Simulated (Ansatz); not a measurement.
Start from a 16-atom supercell of TaC in the rock salt structure (space group Fm-3m, No. 225; a = 4.4759 Å) at its relaxed geometry.

Level of theory: PBE in Ansatz (plane waves to 420 eV, PAW, without spin-orbit coupling), earlier PAW set.

Before the change:

The pressure comes out as 0.0 GPa.

Now apply this change: a neutral Ta on a C site (antisite), atoms relaxed at fixed cell, starting from a slightly rattled geometry.

Problem. What does the calculation give for the pressure after the change?

Solution. The pressure goes from zero to 33.8 GPa.

Problem. How does this affect the largest displacement of a host atom from its site in the perfect cell?

Solution. The largest displacement of a host atom from its site in the perfect cell is 0.41 Å.

Problem. How does this affect the shift of the substituted atom off its lattice site?

Solution. The shift of the substituted atom off its lattice site is 0.65 Å.

The cell is small, so the values are those of an ordered compound at a high defect concentration; dilute-limit values will differ. The final runs are not spin-polarised. An odd electron count without spin: Ta9C7 and TaC. The defect cell is not spin-polarised.

Ansatz is an electronic-structure program.
